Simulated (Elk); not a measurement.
A self-consistent single point of IrRh₃ (Pm-3m, 4 atoms in the cell) with Elk.

Method of the run: LDA (PW92), spin-orbit coupling in second variation, all-electron FP-LAPW, Elk's shipped species files, default APW+lo basis in Elk.

```xyz
4
Lattice="3.8171 0.0000 0.0000 0.0000 3.8171 0.0000 0.0000 0.0000 3.8171" Properties=species:S:1:pos:R:3 pbc="T T T"
Ir     0.0000     0.0000     0.0000
Rh     0.0000     1.9085     1.9085
Rh     1.9085     0.0000     1.9085
Rh     1.9085     1.9085     0.0000
```

Reference input (self-consistent single point, DFT, LDA (PW92), all-electron FP-LAPW, Elk's shipped species files, default APW+lo basis): swidth = 0.00367493 Ha; ngridk = 6 6 6; rmtscf = 0.89; maxscl = 100. This run's input differs from it in these lines:

```diff
@@ -3,4 +3,13 @@
 
+spinorb
+  .true.
+
 rmtscf
   0.89
+
+lmaxi
+  3
+
+nempty
+  10
```

Output (repeated stretches shortened):

```
│ Self-consistent loop started │
│ Loop number : 1 │
 total energy                :     -32190.5250181
 total moment                :   0.3709659935E-22  0.1912091944E-21  0.2428993075E-22
│ Loop number : 2 │
 total energy                :     -32190.5443436
 total moment                :   0.5605167875E-22  0.3924999379E-23 -0.2887550006E-21
RMS change in Kohn-Sham potential (target) :   0.1699366851     (  0.1000000000E-05)
Absolute change in total energy (target)   :   0.1932551628E-01 (  0.1000000000E-03)
│ Loop number : 3 │
 total energy                :     -32195.7833135
   [... lines left out ...]
 total energy                :     -32190.2090207
 total moment                :   0.1100399090E-21 -0.1626866208E-21 -0.6207518840E-23
RMS change in Kohn-Sham potential (target) :   0.6277562725E-06 (  0.1000000000E-05)
Absolute change in total energy (target)   :   0.2065840563E-03 (  0.1000000000E-03)
│ Loop number : 15 │
 total energy                :     -32190.2090643
 total moment                :  -0.2975440083E-22 -0.4022788991E-22 -0.2163131505E-22
RMS change in Kohn-Sham potential (target) :   0.3830938726E-06 (  0.1000000000E-05)
Absolute change in total energy (target)   :   0.8016708307E-05 (  0.1000000000E-03)
Convergence targets achieved

│ Loop number : 16 │

Energies :
 Fermi                       :     0.439590991736
 xc effective B-field        :    -0.526625067467E-07
 external B-field            :      0.00000000000
 total energy                :     -32190.2092280
 (external B-field energy excluded from total)

Density of states at Fermi energy :    112.6968913
 (states/Hartree/unit cell)

Estimated indirect band gap :   0.2932205881E-02
 from k-point      4 to k-point     15
Estimated direct band gap   :   0.1004539149E-01
 at k-point     13

Charges :
 core                        :    132.0000000
 valence                     :    80.00000000
 interstitial                :    6.884215726
 muffin-tins (core leakage)
  species :    1 (Ir)
   atom    1                 :    75.44216430     (  0.1156883280E-02)
  species :    2 (Rh)
   [... lines left out ...]
   atom    2                 :   0.5338300748E-22 -0.5846655466E-22 -0.2717301866E-21
   atom    3                 :  -0.5338300748E-22  0.2717301866E-21  0.5846655466E-22
 total in muffin-tins        :   0.4201709644E-22  0.2905774463E-21 -0.3251473081E-22
 total moment                :   0.2211234498E-22  0.3831125663E-21 -0.1191516909E-22

│ Self-consistent loop stopped │
```

The run converged in 16 iterations. The count includes the last loop, which Elk runs after its targets are met. 

The starting cell comes from a database of computed structures (which also holds hypothetical and non-ambient phases and stackings), without a prior relaxation at this level. Values depend on the basis (sphere radii, cutoffs, local orbitals), which need not be converged. The log's line on a gap gives a spacing of levels on this mesh, which the program prints for metals too.

Cost on one core of a shared machine: roughly 90 s.
